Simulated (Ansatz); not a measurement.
## Response to strain in Mg

Start from Mg in the hcp (Mg type) structure (space group P6_3/mmc, No. 194; a = 3.195 Å, c = 5.197 Å; relaxed with 0.1 eV smearing).

Strains are applied to the cell and any free atomic positions relax.

Computed with PBE, PAW, 420 eV (Ansatz, an electronic-structure program; no SOC).

Candidates:
(a) isotropic strain −0.50 %
(b) isotropic strain +3.00 %
(c) isotropic strain −2.00 %

Notes on the quantities. energy relative to the base: free energy F.

Task: Order them by energy relative to the base, highest first.

Result: (b) isotropic strain +3.00 % (+19 meV/atom), (c) isotropic strain −2.00 % (+9.9 meV/atom), (a) isotropic strain −0.50 % (+0.6 meV/atom)

Stability against distortions was not tested.
